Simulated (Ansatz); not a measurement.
Ansatz (a program for electronic structure) run on MgNiF6 (R-3, 8 atoms in the cell): dielectric-response calculation.

Level of theory: LDA (PW92), default PAW files made with PBE (plane waves; Ansatz).

```
MgNiF6
1.0
    2.41348     1.39342     4.37887
   -2.41348     1.39342     4.37887
    0.00000    -2.78685     4.37887
Mg Ni F
1 1 6
Direct
  0.50000   0.50000   0.50000
  0.00000   0.00000   0.00000
  0.37297   0.76937   0.09415
  0.62703   0.23063   0.90585
  0.09415   0.37297   0.76937
  0.90585   0.62703   0.23063
  0.76937   0.09415   0.37297
  0.23063   0.90585   0.62703
```

Reference input (self-consistent single point, DFT, LDA (PW92), plane waves, default PAW files made with PBE): basis.ecutwfc = 420 eV; kpoints.mp_grid.grid = 7 7 7; hamiltonian.xc = lda; hamiltonian.pseudopotentials = {kind: paw} (the program's default PAW files); scf.occupations.method = gaussian; scf.occupations.width = 0.1 eV. This run's input differs from it in these lines:

Ansatz 0.2 input:
```diff
@@ -15,3 +15,3 @@
 basis:
-  ecutwfc: 420.0
+  ecutwfc: 335.0
 kpoints:
@@ -22,7 +22,4 @@
 scf:
-  occupations: { method: gaussian, width: 0.1 }
-output:
-  forces: true
-  eigenvalues: true
-  stress: true
+  occupations: { method: fixed }
+dielectric: {}
```

The program printed (abridged):

```
SCF iter   1: F=—  HF=-12437.152546 eV  |F-HF|=—  |Δ(HF+E_count)|=         —  Δρ=3.31e-2  dr2=4.81e-1  ethr=1.77e-3  ⟨swp⟩=4.3  Hψ=24246  notcnv=0  defer=1032
all-band conjugate gradients solve this SCF's bands
preconditioner: auto → Resta (q_TF=auto, 2.624 Å⁻¹)
SCF iter   2: F=—  HF=-12436.986157 eV  |F-HF|=—  |Δ(HF+E_count)|=   1.66e-1  Δρ=1.04e-2  dr2=6.09e-2  ethr=6.88e-4  ⟨swp⟩=2.1  Hψ=13305  notcnv=0  defer=1032
   [... lines left out ...]
SCF iter   8: F=—  HF=-12436.978912 eV  |F-HF|=—  |Δ(HF+E_count)|=   1.50e-6  Δρ=8.96e-6  dr2=4.78e-8  ethr=7.78e-10  ⟨swp⟩=2.9  Hψ=13343  notcnv=0  defer=436
SCF iter   9: F=—  HF=-12436.978912 eV  |F-HF|=—  |Δ(HF+E_count)|=   3.91e-9  Δρ=2.63e-6  dr2=2.55e-9  ethr=6.83e-11  ⟨swp⟩=2.0  Hψ=7879  notcnv=0  defer=436
SCF iter  10: F=—  HF=-12436.978912 eV  |F-HF|=—  |Δ(HF+E_count)|=  1.46e-11  Δρ=1.15e-6  dr2=7.78e-10  ethr=3.65e-12  ⟨swp⟩=2.0  Hψ=11516  notcnv=0  defer=436
SCF iter  11: F=-12436.978912 eV  HF=-12436.978912 eV  |F-HF|=1.64e-11  |Δ(HF+E_count)|=  4.37e-11  Δρ=1.97e-7  dr2=2.58e-11  ethr=1.00e-12  ⟨swp⟩=8.6  Hψ=27466  notcnv=0
SCF 1 converged in 11 iterations: F = -12436.978912 eV  dr2 = 2.58e-11
DFPT response loops at Γ: preconditioner auto → Resta (q_TF=auto, 2.624 Å⁻¹)  ε∞=6.9 (no band partly filled) …
── the response to a field inside a basis, on 8×8×8 k-points: an SCF that follows is theirs, and a resumed run solves both again ──
Crystal: 8 atoms, lattice volume = 88.357 Å³
Bands: 36, of which v1, the nominal top of the filled ones, is band 35 counted from 1 (34 counted from 0)
k-points: 88 of 512
Initial density: handed on by an earlier stage of this run
Initial wavefunctions: pseudopotential atomic-orbital guess (no wavefunctions were taken with the density)
Eigensolver: Dense (88 Hₖ)
   [... lines left out ...]
Free energy (F): -12436.978912 eV
Fermi energy:    2.142209 eV
   [... lines left out ...]
         0.51439    0.31584   -0.83367
    site 7:
        -0.84087   -0.20495    0.45578
        -0.42719   -0.73754    0.42754
         0.51439    0.31584   -0.83367
  Z* charge neutrality: 1.714e-2 e pre-enforcement
  solved inside a basis spanned on kpoints, on 8×8×8 k-points, its susceptibility summed on 14×14×14: ε∞ is read to err by 1.7e-2, Z* by 2.8e-2 e (field_mesh …
```

The run converged in 20 iterations. 

Summary of the result:
```
Property                                                                                                                                                  Result
----------------------------------------------------------------------------------------  ----------------------------------------------------------------------
Free energy E − TS (on the zero of these files)                                                                                                   -12436.9789 eV
Top of the valence band (on the code's own zero)                                                                                                         2.14 eV
Gap on the k-point mesh                                                                                                                                  1.26 eV
ε∞ at this k-point mesh, which may be far from converged in small-gap cells (xx, yy, zz)                                                        3.58, 3.58, 4.05
Born charges at this mesh (mean of the diagonal, e)                                       Mg 2.55, Ni 2.27, F -0.80, F -0.80, F -0.80, F -0.80, F -0.80, F -0.80
```

The starting cell comes from a database of computed structures (which also holds hypothetical and non-ambient phases and stackings), without a prior relaxation at this level. Its lattice was rescaled by up to half a per cent. The cutoff lies below the one recommended for these files.

Cost on one core of a shared machine: roughly 5 min.
